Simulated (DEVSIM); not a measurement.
System: abrupt In0.53Ga0.47As p-n junction, at 400 K.

| layer (left to right) | material | thickness (μm) | Nd (cm⁻³) | Na (cm⁻³) | τn (s) | τp (s) |
|---|---|---|---|---|---|---|
| 1 | In0.53Ga0.47As | 47.0 | - | 1.1e17 | 7.9e-10 | 7.9e-10 |
| 2 | In0.53Ga0.47As | 2.60 | 1.1e16 | - | 7.9e-10 | 7.9e-10 |

Left contact: ohmic. Right contact: ohmic. Voltage is applied to the left contact. Recombination: SRH at mid-gap. Mobility is μmin + (μ − μmin)/(1 + (N/Nref)^α).

The device is made up for the run: typed textbook-type constants, with dimensions and the other settings drawn at random. Values at 300 K; Nc and Nv go as T^1.5, mobilities as T to minus their exponent, the gap by Varshni's rule with the affinity fixed. The table also holds parameters that only a changed run uses.

| parameter | In0.53Ga0.47As |
|---|---|
| gap (eV) | 0.74 |
| affinity (eV) | 4.51 |
| permittivity | 13.9 |
| Nc (cm⁻³) | 2.1e17 |
| Nv (cm⁻³) | 7.7e18 |
| μn (cm²/Vs) | 12000 |
| μp (cm²/Vs) | 300 |
| μn,min | 300 |
| μp,min | 10 |
| Nref,n | 1.3e17 |
| Nref,p | 4.9e17 |
| αn | 0.48 |
| αp | 0.4 |
| T exponent of μn | 1.6 |
| T exponent of μp | 1.6 |
| Cn (cm⁶/s) | 5e-29 |
| Cp (cm⁶/s) | 5e-29 |
| Varshni α (eV/K) | 0.00035 |
| Varshni β (K) | 190 |

Simulated with DEVSIM: 1D drift-diffusion, Boltzmann statistics, complete ionisation; no tunnelling, impact ionisation, image-force lowering or self-heating.

Base results: potential step across the device at zero bias (V) 0.432; dark forward voltage at 100 A/cm² (V) 0.535; dark forward voltage at 1 A/cm² (V) 0.150.

### Question
What follows from this one change: minority lifetime in layer 1 7.9e-10 → 7.9e-09 s?

### Answer
potential step across the device at zero bias little changed (0.432 V); dark forward voltage at 100 A/cm² little changed (0.533 V); dark forward voltage at 1 A/cm² 0.150 → 0.156 V.

### Question
What follows from this one change: temperature 400 → 350 K?

### Answer
potential step across the device at zero bias 0.432 → 0.494 V; dark forward voltage at 100 A/cm² 0.535 → 0.571 V; dark forward voltage at 1 A/cm² 0.150 → 0.246 V.

### Question
What follows from this one change: constant mobility in place of the doping-dependent one?

### Answer
potential step across the device at zero bias little changed (0.432 V); dark forward voltage at 100 A/cm² 0.535 → 0.456 V; dark forward voltage at 1 A/cm² 0.150 → 0.145 V.
